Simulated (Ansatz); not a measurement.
For InF3 (R-3c, No. 167; structure not from a measured cell), LDA (Ansatz, a program for electronic structure, PAW) gives:

| Property | Result |
|---|---|
| equilibrium lattice constant a | 5.084 Å |
| lattice parameter c | 14.563 Å |

Problem. What does r²SCAN-D4 in Ansatz (plane waves, PAW) give for the same quantities?

Solution. 
- lattice constant a: 5.209 Å (grows by 2.5 %)
- lattice parameter c: 14.668 Å (goes up by 0.7 %)

Changes are worked out from the printed values.

Unless a cell is named, each level is at its own relaxed cell (LDA 13.58, r²SCAN-D4 14.36 Å³/atom).

Caveats: the relaxation could not lower the start's symmetry, so the cell can be a saddle point above a distorted one (LDA, r²SCAN-D4). Ansatz's density-functional and Hartree–Fock values are scalar-relativistic unless marked +SOC, with PAW data made under PBE.
